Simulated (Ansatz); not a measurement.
All values below come from PBE (plane waves to 420 eV, PAW; Ansatz, a program for electronic structure).

Plane-averaged electrostatic potential energy along the normal, in eV from the Fermi level, for Ag on the 1x1 (111) surface of fcc Al, one in a 2x2 cell, started at the site 'bridge Al-Al (span 2.9 Å)':

```
z (Å)  V (eV)
-----  ------
5.30     4.06
5.59     4.06
5.89     4.06
6.18     4.06
6.48     4.05
6.77     4.03
7.07     4.00
7.36     3.93
7.66     3.79
7.95     3.49
8.24     2.87
8.54     1.63
8.83    -0.84
9.13    -4.72
9.42    -6.88
9.72    -7.28
10.01   -7.13
10.31   -5.79
10.60   -2.43
10.89   -0.48
11.19   -1.58
11.48   -5.01
11.78   -7.01
12.07   -7.41
12.37   -7.18
12.66   -5.67
12.96   -2.27
13.25   -0.58
13.54   -2.10
13.84   -5.50
14.13   -7.13
14.43   -7.39
14.72   -7.05
15.02   -5.19
15.31   -1.76
15.61   -0.47
15.90   -2.24
16.19   -5.65
16.49   -7.14
16.78   -7.37
17.08   -7.03
17.37   -5.07
17.67   -1.46
17.96    0.13
18.26   -0.01
18.55   -0.45
18.84   -0.43
19.14    0.30
19.43    1.57
19.73    2.77
20.02    3.29
20.32    3.52
20.61    3.63
20.91    3.69
21.20    3.71
21.49    3.73
21.79    3.73
22.08    3.74
22.38    3.74
22.67    3.74
22.97    3.74
```

Model: 17-atom slab, 7.0 Å thick at the start under the adsorbate (thin: gaps and levels are the slab's own), 6x6x1 mesh, Fermi-Dirac 0.1 eV, dipole correction, 8 atoms held, the rest relaxed; symmetry of the start imposed; no spin, no spin-orbit, no U, no dispersion correction. At the end it is bonded to 3 Al. In PBE it is, or lies within 0.03 eV of, the lowest of the starts that converged.

Task: The surface cell has an area of 28.30 Å². What dipole along the normal does the step between the two vacuum levels imply?

Result: the top vacuum level lies 0.32 eV below the bottom one; p = −ε₀ A ΔV (ε₀ = 0.005526 e/(V·Å)) gives 0.05 e·Å a cell.
